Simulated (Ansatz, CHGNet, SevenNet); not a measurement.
# InSb (model structure, started from the PtS type, P4₂/mmc, No. 131, 4 atoms in the cell): c axis length by level of theory

No measured value is used here.

| level (code) | value (Å) |
|---|---|
| CHGNet 0.3.0 | 8.090 |
| CHGNet-r²SCAN | 7.938 |
| SevenNet-l3i5 | 7.643 |
| PBEsol (Ansatz) | 7.940 |
| r²SCAN (Ansatz) | [?] |

Task: Some entries are withheld; supply them.

Result: 
- r²SCAN (Ansatz, a program for electronic structure), value (Å): 7.912

SevenNet-l3i5: the cell has another shape than the first-principles one, perhaps another minimum in the same group. Cutoffs differ between the levels. Ansatz's density-functional and Hartree–Fock values are scalar-relativistic unless marked +SOC, with PAW data made under PBE.

Machine-learned potentials (CHGNet 0.3.0, CHGNet-r²SCAN, SevenNet-l3i5) are trained on DFT data: a solid inside that data is no test of them.

A model structure was made by putting elements into a prototype or built by hand; it is no filed structure, need not be a known phase, and can be a saddle point held by its symmetry.
